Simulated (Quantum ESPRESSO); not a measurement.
Input and output of a self-consistent single point for ScIr3 (P1, 4 atoms in the cell) (Quantum ESPRESSO).

Level of theory: LDA (PZ), GBRV 1.5 ultrasoft (LDA) pseudopotentials (plane waves; Quantum ESPRESSO).

The change in words: atoms moved at random. Reference geometry:
```xyz
4
Lattice="3.8483 0.0000 0.0000 0.0000 3.8483 0.0000 0.0000 0.0000 3.8483" Properties=species:S:1:pos:R:3 pbc="T T T"
Sc     0.0000     0.0000     0.0000
Ir     0.0000     1.9242     1.9242
Ir     1.9242     0.0000     1.9242
Ir     1.9242     1.9242     0.0000
```

Reference input (self-consistent single point, DFT, LDA (PZ), plane waves, GBRV 1.5 ultrasoft (LDA) pseudopotentials): ecutwfc = 50 Ry; ecutrho = 400 Ry; occupations = smearing; smearing = fermi-dirac; degauss = 0.0099958 Ry; potentials = {Sc: sc_lda_v1.uspp.F.UPF, Ir: ir_lda_v1.2.uspp.F.UPF}; K_POINTS = automatic 6 6 6 0 0 0; conv_thr = 1e-10 Ry; mixing_beta = 0.4. This run's input differs from it in these lines:

```diff
@@ -26,6 +26,6 @@
 ATOMIC_POSITIONS angstrom
-Sc    0.0000000000    0.0000000000    0.0000000000
-Ir    0.0000000000    1.9241655000    1.9241655000
-Ir    1.9241655000    0.0000000000    1.9241655000
-Ir    1.9241655000    1.9241655000    0.0000000000
+Sc   -0.0226320346   -0.0404575038    0.0452948559
+Ir    0.0498320381    1.9550406596    1.9512615986
+Ir    1.9210945319   -0.0129958138    1.8743988835
+Ir    1.9000403130    1.9467475063   -0.0226243380
 K_POINTS automatic
```

Output (repeated stretches shortened):

```
     Self-consistent Calculation

     iteration #  1     ecut=    50.00 Ry     beta= 0.40

     negative rho (up, down):  9.568E-01 0.000E+00

     total energy              =    -638.57466971 Ry
     estimated scf accuracy    <       4.82971387 Ry

     iteration #  2     ecut=    50.00 Ry     beta= 0.40

     negative rho (up, down):  9.649E-01 0.000E+00

     total energy              =    -640.03099892 Ry
     estimated scf accuracy    <       1.78868846 Ry

     iteration #  3     ecut=    50.00 Ry     beta= 0.40

     negative rho (up, down):  9.411E-01 0.000E+00

     total energy              =    -640.01698377 Ry
     estimated scf accuracy    <       0.24288610 Ry

   [... 12 blocks of this kind left out ...]

     iteration # 16     ecut=    50.00 Ry     beta= 0.40

     negative rho (up, down):  9.309E-01 0.000E+00

     total energy              =    -640.15024047 Ry
     estimated scf accuracy    <          2.1E-10 Ry

     iteration # 17     ecut=    50.00 Ry     beta= 0.40

     negative rho (up, down):  9.309E-01 0.000E+00
     End of self-consistent calculation

     Number of k-points >= 100: set verbosity='high' to print the bands.

     the Fermi energy is    21.8564 ev

!    total energy              =    -640.15024047 Ry
     estimated scf accuracy    <          5.4E-12 Ry
     smearing contrib. (-TS)   =      -0.01557456 Ry
     internal energy E=F+TS    =    -640.13466590 Ry

     convergence has been achieved in  17 iterations

     negative rho (up, down):  9.309E-01 0.000E+00

     Forces acting on atoms (cartesian axes, Ry/au):

     atom    1 type  1   force =     0.00249199    0.03021501   -0.02459115
     atom    2 type  2   force =    -0.02665057   -0.02657809   -0.01015105
     atom    3 type  2   force =     0.00639814    0.01842436    0.03076971
     atom    4 type  2   force =     0.01776043   -0.02206128    0.00397250

     Total force =     0.072032     Total SCF correction =     0.000001

     negative rho (up, down):  9.309E-01 0.000E+00
          total   stress  (Ry/bohr**3)                   (kbar)     P=       65.67
   0.00045804   0.00002507   0.00003280           67.38        3.69        4.83
   0.00002507   0.00042428   0.00001131            3.69       62.41        1.66
   0.00003280   0.00001131   0.00045694            4.83        1.66       67.22

   JOB DONE.
```

The run converged in 17 iterations. Against the reference run the free energy goes up by 24.3 meV/atom, the pressure goes from 5.42 to 6.57 GPa and the largest force goes from 0.000 to 1.004 eV/Å.

The starting cell comes from a database of computed structures (which also holds hypothetical and non-ambient phases and stackings), without a prior relaxation at this level. Its lattice was rescaled by a random factor within 2.5 % of one. For this run, on top of that: atoms moved at random. Spin polarisation is off. With a pressure of about 7 GPa the cell is away from its equilibrium volume at this level. Forces in this geometry exceed 1 eV/Å.

Cost on one core of a shared machine: roughly 2 min.
